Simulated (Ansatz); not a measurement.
Defect migration in hcp Os: Os vacancy, neutral cell. Calculation: PBE, PAW (plane waves to 420 eV; Ansatz, a first-principles code).

Cell of 36 host sites held at the relaxed PBE lattice; a 2×2×2 k-point mesh shifted by half a step along c; Fermi-Dirac width 0.10 eV, spin-restricted; finite-size errors left in. Static, classical nuclei. Spin-orbit coupling is left out. Forms of the defect that were not tried may lie lower.

Barriers: single points on a 4×4×3 k-point mesh shifted by half a step along c at the bands' geometries (they differ from the bands' own by up to 0.15 eV, and are uncertain by about as much).

The step: one Os atom jumps into the vacancy from a nearby Os site. Atoms about the jump, Cartesian Å from the middle of the jump, before and after:

```json
[
 {"atom": "Os1", "x0": "-0.66", "y0": "-0.38", "z0": "-1.09", "x1": "0.66", "y1": "0.38", "z1": "1.09"},
 {"atom": "Os2", "x0": "-0.69", "y0": "-2.00", "z0": "1.09", "x1": "-0.69", "y1": "-1.96", "z1": "1.09"},
 {"atom": "Os3", "x0": "-2.08", "y0": "0.40", "z0": "1.09", "x1": "-2.04", "y1": "0.39", "z1": "1.08"},
 {"atom": "Os4", "x0": "2.04", "y0": "-0.38", "z0": "-1.08", "x1": "2.08", "y1": "-0.40", "z1": "-1.09"},
 {"atom": "Os5", "x0": "0.69", "y0": "1.96", "z0": "-1.08", "x1": "0.69", "y1": "2.00", "z1": "-1.09"},
 {"atom": "Os6", "x0": "0.69", "y0": "-2.77", "z0": "-1.09", "x1": "0.70", "y1": "-2.79", "z1": "-1.09"},
 {"atom": "Os7", "x0": "2.07", "y0": "-2.00", "z0": "1.09", "x1": "2.05", "y1": "-1.98", "z1": "1.09"},
 {"atom": "Os8", "x0": "-2.06", "y0": "1.98", "z0": "-1.09", "x1": "-2.07", "y1": "2.00", "z1": "-1.09"},
 {"atom": "Os9", "x0": "-0.70", "y0": "2.79", "z0": "1.09", "x1": "-0.69", "y1": "2.77", "z1": "1.09"}
]
```

Task: Predict the transition state.

Result: 
| atom | x | y | z |
|---|---|---|---|
| Os1 | 0.00 | 0.00 | -0.01 |
| Os2 | -0.75 | -2.10 | 1.14 |
| Os3 | -2.19 | 0.41 | 1.14 |
| Os4 | 2.19 | -0.41 | -1.16 |
| Os5 | 0.74 | 2.10 | -1.16 |
| Os6 | 0.69 | -2.76 | -1.10 |
| Os7 | 2.04 | -1.98 | 1.08 |
| Os8 | -2.05 | 1.98 | -1.10 |
| Os9 | -0.70 | 2.76 | 1.08 |
It lies 3.30 eV above the start and 3.30 eV above the end. The saddle point's order was not checked, and it lies on a symmetry element of the cell, where a band can be held.
